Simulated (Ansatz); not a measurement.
## Hypothetical I4/mmm MgB2, pressure series

Take MgB2 (space group I4/mmm, No. 139; a = 2.6829 Å, c = 8.3905 Å; a hypothetical phase, not in the database extracts checked) as the base.

Cell and atoms are relaxed at each pressure.

The values are results of Kohn–Sham DFT with the PBE functional, run in Ansatz (a program for electronic structure) with PAW and 420 eV plane waves, no SOC, not measurements.

```json
[
 {"pressure (GPa)": "-2", "volume per atom (Å³/atom)": "10.255"},
 {"pressure (GPa)": "0", "volume per atom (Å³/atom)": "10.065"},
 {"pressure (GPa)": "0.3", "volume per atom (Å³/atom)": "?"},
 {"pressure (GPa)": "0.7", "volume per atom (Å³/atom)": "10.003"},
 {"pressure (GPa)": "1.5", "volume per atom (Å³/atom)": "9.934"},
 {"pressure (GPa)": "3", "volume per atom (Å³/atom)": "9.811"},
 {"pressure (GPa)": "5", "volume per atom (Å³/atom)": "9.657"},
 {"pressure (GPa)": "7.5", "volume per atom (Å³/atom)": "9.478"},
 {"pressure (GPa)": "10", "volume per atom (Å³/atom)": "9.311"}
]
```

Q: Fit the third-order Birch–Murnaghan form P(V) = (3B₀/2)[(V₀/V)^(7/3) − (V₀/V)^(5/3)]·[1 + (3/4)(B₀′ − 4)((V₀/V)^(2/3) − 1)] (squares taken in P) to the rows shown and predict the withheld row.

A: Least squares on the printed values gives V₀ = 10.066 Å³/atom, B₀ = 112 GPa, B₀′ = 3.6; this predicts 10.039 Å³/atom, and the run gives 10.039 Å³/atom, in agreement.

Load acts through the strain it causes; cell and atoms are relaxed under it. Whether these cells are dynamically stable was not tested. Competing high-pressure phases were not computed. All final runs are without spin polarisation.
